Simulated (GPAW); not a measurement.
Band structure of WS2 (P6_3/mmc, 6 atoms in the cell).

```yaml
crystal:
  lattice:
    - [3.23485, 0.00000, 0.00000]
    - [-1.61742, 2.80146, 0.00000]
    - [0.00000, 0.00000, 13.18464]
  atoms:
    - { symbol: W, position: [0.33333, 0.66667, 0.25000] }
    - { symbol: W, position: [0.66667, 0.33333, 0.75000] }
    - { symbol: S, position: [0.33333, 0.66667, 0.62980] }
    - { symbol: S, position: [0.66667, 0.33333, 0.37020] }
    - { symbol: S, position: [0.66667, 0.33333, 0.12980] }
    - { symbol: S, position: [0.33333, 0.66667, 0.87020] }
```

Method: PBE, GPAW PAW datasets PBE (gpaw-data 1.0.1) (plane waves; GPAW).

Settings: mode = pw; ecut = 600 eV; xc = PBE; kpts = 8 8 2; mesh shift (steps) = 0 0 0; occupations.name = fermi-dirac; occupations.width = 0 eV; nbands = -8; convergence.bands = -6; symmetry.symmorphic = false; symmetry.tolerance = 0.0005; maxiter = 100; bandpath_npoints = 40.

The starting cell comes from a database of computed structures (which also holds hypothetical and non-ambient phases and stackings), without a prior relaxation at this level. Its lattice was rescaled by a random factor within 2.5 % of one. Spin-orbit coupling is off.

Task: Predict the gap along the standard path and the places of the band edges.

Result: The gap along the path is 1.22 eV, from Γ to K; the smallest direct gap on it is 1.64 eV.

Levels in eV from the top of the valence band on the SCF mesh, bands 23 to 30:
```csv
point,23,24,25,26,27,28,29,30
Γ,-2.06,-1.67,-0.79,0.00,2.27,2.27,2.27,2.27
M,-1.82,-1.74,-1.40,-1.31,2.17,2.19,2.54,2.67
K,-2.73,-2.73,-0.52,-0.42,1.22,1.22,2.47,3.17
A,-2.07,-2.07,-0.26,-0.26,2.27,2.27,2.27,2.27
L,-1.78,-1.78,-1.35,-1.35,2.18,2.18,2.62,2.62
H,-2.78,-2.78,-0.47,-0.47,1.22,1.22,2.78,2.78
```
